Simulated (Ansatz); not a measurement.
**Hypothetical P6_3/mmc PbI2: pressure series**

The reference is PbI2 in the 2H-MoS2 type structure (space group P6_3/mmc, No. 194; a = 4.398 Å, c = 14.845 Å; a hypothetical phase, not in the database extracts checked).

Cell and atoms are relaxed at each pressure.

Calculations: PBE-D3(BJ) (Ansatz, a quantum-chemistry and plane-wave program; PAW; 420 eV plane waves; no spin-orbit coupling), earlier PAW set.

Computed cases, in order: 0 GPa (base); pressure 0.3 GPa; pressure 0.7 GPa; pressure 1.5 GPa; pressure 3 GPa; pressure 5 GPa; pressure 7.5 GPa; pressure 10 GPa.

Question: Between which two neighbouring cases does the band gap open or close?

Answer: Between pressure 5 GPa (0.39 eV) and pressure 7.5 GPa (zero). The whole series: 0 GPa (base): 1.99 eV; pressure 0.3 GPa: 1.85 eV; pressure 0.7 GPa: 1.69 eV; pressure 1.5 GPa: 1.40 eV; pressure 3 GPa: 0.93 eV; pressure 5 GPa: 0.39 eV; pressure 7.5 GPa: zero; pressure 10 GPa: zero.

A case with no gap was solved on a k-mesh chosen for an insulator, which is coarse for it. Spin-orbit coupling, missing from the scalar runs, can matter with I and Pb. Load acts through the strain it causes; cell and atoms are relaxed under it. Whether these cells are dynamically stable was not tested. No other phases were tried under pressure. The final runs are not spin-polarised. A zero or small gap of PbI2 under pressure 7.5 GPa and PbI2 under pressure 10 GPa can be the functional's error rather than a property of the material.
